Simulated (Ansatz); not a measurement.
Ansatz (a program for electronic structure) run on a (001) slab of Cr (cut from a parent of space group no. 194; 4 atoms in the cell): self-consistent single point.

Method: LDA (PW92), default PAW files made with PBE (plane waves; Ansatz).

```
CELL_PARAMETERS angstrom
      2.43626     0.00000     0.00000
     -1.21813     2.10986     0.00000
      0.00000     0.00000    20.70230
ATOMIC_POSITIONS crystal
  Cr 0.33333 0.66667 0.33813
  Cr 0.66667 0.33333 0.44604
  Cr 0.33333 0.66667 0.55396
  Cr 0.66667 0.33333 0.66187
```

Reference input (self-consistent single point, DFT, LDA (PW92), plane waves, default PAW files made with PBE): basis.ecutwfc = 420 eV; kpoints.mp_grid.grid = 14 14 1; hamiltonian.xc = lda; hamiltonian.pseudopotentials = {kind: paw} (the program's default PAW files); scf.occupations.method = gaussian; scf.occupations.width = 0.1 eV. This run's input differs from it in these lines:

Ansatz 0.2 input:
```diff
@@ -11,3 +11,3 @@
 basis:
-  ecutwfc: 420.0 eV
+  ecutwfc: 250.0 eV
 kpoints:
```

Output, abridged:

```
SCF iter   1: F=—  HF=-13282.204412 eV  |F-HF|=—  |Δ(HF+E_count)|=         —  Δρ=4.32e-2  dr2=4.11e0  ethr=1.77e-3  ⟨swp⟩=6.9  Hψ=3506  notcnv=0
all-band conjugate gradients solve this SCF's bands
preconditioner: auto → LDOS
SCF iter   2: F=—  HF=-13283.392030 eV  |F-HF|=—  |Δ(HF+E_count)|=    1.19e0  Δρ=9.90e-2  dr2=2.13e1  ethr=1.77e-3  ⟨swp⟩=3.2  Hψ=2200  notcnv=0  defer=16  recentre
   [... lines left out ...]
SCF iter   7: F=—  HF=-13281.304478 eV  |F-HF|=—  |Δ(HF+E_count)|=   2.09e-4  Δρ=2.21e-4  dr2=1.69e-4  ethr=3.87e-6  ⟨swp⟩=2.1  Hψ=1114  notcnv=0  defer=13
SCF iter   8: F=—  HF=-13281.304471 eV  |F-HF|=—  |Δ(HF+E_count)|=   7.47e-6  Δρ=5.75e-5  dr2=9.83e-6  ethr=3.02e-7  ⟨swp⟩=2.1  Hψ=1074  notcnv=0  defer=13
SCF iter   9: F=—  HF=-13281.304466 eV  |F-HF|=—  |Δ(HF+E_count)|=   5.02e-6  Δρ=1.57e-5  dr2=1.15e-6  ethr=1.75e-8  ⟨swp⟩=2.7  Hψ=1349  notcnv=0  defer=13
SCF iter  10: F=-13281.304466 eV  HF=-13281.304466 eV  |F-HF|=3.46e-8  |Δ(HF+E_count)|=   6.40e-9  Δρ=6.59e-6  dr2=5.72e-8  ethr=1.79e-10  ⟨swp⟩=8.0  Hψ=4097  notcnv=0
SCF 1 converged in 10 iterations: F = -13281.304466 eV  dr2 = 5.72e-8
Free energy (F): -13281.304466 eV
Internal energy: -13281.267447 eV  (E = F + TS)
E sigma→0 (E₀):  -13281.285956 eV
Entropy (-TS):   -0.037019 eV (-9.255 meV/atom)
Fermi energy:    5.012975 eV
--- Forces (eV/Å), atoms counted from 1 ---
  atom   1  Cr     0.00000000    -0.00000000     0.22787756
  atom   2  Cr    -0.00000000     0.00000000     0.00769406
  atom   3  Cr     0.00000000    -0.00000000    -0.00769406
  atom   4  Cr    -0.00000000     0.00000000    -0.22787756
--- Stress (GPa, compression-positive) ---
       -2.806114      -0.000000      -0.000000
       -0.000000      -2.806114      -0.000000
       -0.000000      -0.000000      -2.736106
  P = ⅓ Tr σ = -2.7828 GPa (-27.828 kbar)
  The stress holds the Pulay correction. Without it, at fixed plane waves, as pw.x and ABINIT print it: P = -66.4578 GPa
```

The run converged in 10 iterations. Against the reference run the free energy goes up by 1.82 eV/atom and the largest force goes from 0.571 to 0.228 eV/Å.

The starting cell comes from a database of computed structures (which also holds hypothetical and non-ambient phases and stackings), without a prior relaxation at this level. The slab is cut from that crystal, and its faces are unrelaxed. Its lattice was rescaled by up to half a per cent. Spin polarisation is off. The cutoff lies below the one recommended for these files.
